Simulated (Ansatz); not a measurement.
For TaP (P-6m2, No. 187, 2 atoms in the cell; start mp-1187244), LDA (Ansatz, a first-principles code, plane waves, PAW) gives:

```
Quantity                  Result
------------------  ------------
lattice constant a       3.262 Å
c axis length            3.298 Å
bulk modulus B0          218 GPa
cohesive energy     8.04 eV/atom
```

Problem. What does PBEsol (PAW; Ansatz) give for the same quantities?

Solution. 
- lattice constant a: 3.282 Å (rises by 0.6 %)
- lattice parameter c: 3.317 Å (grows by 0.6 %)
- bulk modulus: 210 GPa (drops by 3.7 %)
- cohesive energy: 7.46 eV/atom (decreases by 0.58 eV/atom)

Changes are worked out from the printed values.

Unless a cell is named, each level is at its own relaxed cell (LDA 15.20, PBEsol 15.47 Å³/atom).

Levels without +SOC leave out spin–orbit coupling, which shifts energies and cells of such heavy elements.

Caveats: the bulk modulus is −V dP/dV from two relaxed cells at ±2 % in volume (LDA, PBEsol); the relaxation could not lower the start's symmetry, so the cell can be a saddle point above a distorted one (LDA, PBEsol). Ansatz's density-functional and Hartree–Fock values are scalar-relativistic unless marked +SOC, with PAW data made under PBE.

A start named mp-… is a Materials Project structure, which need not be a measured phase.
